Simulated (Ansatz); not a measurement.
**Convergence series on Al2FeS4 (R3m, 7 atoms in the cell)**

```xyz
7
Lattice="1.7963 1.0371 12.3213 -1.7963 1.0371 12.3213 0.0000 -2.0741 12.3213" Properties=species:S:1:pos:R:3 pbc="T T T"
Al     0.0000     0.0000    11.0219
Al     0.0000     0.0000    19.6967
Fe     0.0000     0.0000     2.2559
S      0.0000     0.0000    36.8400
S      0.0000     0.0000     6.4121
S      0.0000     0.0000    15.4233
S      0.0000     0.0000    21.9323
```
Moments meant for the start (each program seeds them in its own way; μB, in the order of the atoms Al Al Fe S S S S): 0.0 0.0 4.0 0.0 0.0 0.0 0.0.

Method: PBEsol, PAW files made with PBE (plane waves; Ansatz, a first-principles code).

The starting cell comes from a database of computed structures (which also holds hypothetical and non-ambient phases and stackings), without a prior relaxation at this level. Its lattice was rescaled by a random factor within 2.5 % of one. With one magnetic atom in the cell only a parallel order is possible. Ansatz's pressure includes its estimate of the finite-basis (Pulay) stress.

Held fixed: hamiltonian.xc = pbesol; hamiltonian.pseudopotentials = {kind: paw} (the program's default PAW files); magnetization.spin_polarized = true; scf.occupations.method = gaussian; scf.occupations.width = 0.1 eV.

ΔF is the free energy per atom less that of the last row (17 17 17).

The magnetic state is not the same in all runs (site moments differ, or a search went on to a lower state), so steps between rows are not convergence errors alone.

```tsv
kpoints.mp_grid.grid	ΔF (meV/atom)	pressure (GPa)	largest force (eV/Å)	size of the net moment (μB/atom)	k-points	iterations
1 1 1	2919.8	17.79	1.691	0.29	1	16
2 2 2	308.9	0.18	0.701	0.43	4	16
3 3 3	50.0	-3.49	0.514	0.32	6	28
4 4 4	2.6	-2.60	0.248	0.46	13	17
5 5 5	0.52	-2.03	0.152	0.50	19	18
6 6 6	1.52	-3.56	0.480	0.39	32	16
7 7 7	-1.22	-2.91	0.350	0.44	44	17
9 9 9	-0.36	-2.19	0.175	0.49	85	19
10 10 10	-0.11	-2.69	0.272	0.45	116	17
12 12 12	0.09	-2.52	0.245	0.46	189	18
14 14 14	-0.14	-2.45	0.228	0.47	288	17
17 17 17	0.00	-2.52	0.247	0.46	489	18
```

Keys are those of Ansatz 0.2.
